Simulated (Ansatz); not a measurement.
System: SiC (model structure, started from the CsCl type, Pm-3m, No. 221, 2 atoms in the cell). Method: LDA (Ansatz, a program for electronic structure, PAW).

Settings: plane-wave cutoff 520 eV, 22×22×22 k mesh, Fermi–Dirac smearing 0.05 eV, scalar-relativistic PAW data made under PBE.

Cell (relaxed at this level):

```
CSi
1.0
    2.60413     0.00000     0.00000
    0.00000     2.60413     0.00000
    0.00000     0.00000     2.60413
Si C
1 1
Cartesian
  0.00000   0.00000   0.00000
  1.30207   1.30207   1.30207
```

Task: Give the computed bulk modulus.

Result: 
bulk modulus: 191 GPa

The run finds no gap.

Note: the bulk modulus is −V dP/dV from two relaxed cells at ±2 % in volume; the relaxation could raise the start's symmetry but not lower it, so the cell can be a saddle point.

Computed values are for the static lattice.

A model structure was made by putting elements into a prototype or built by hand; it is no filed structure, need not be a known phase, and can be a saddle point held by its symmetry.
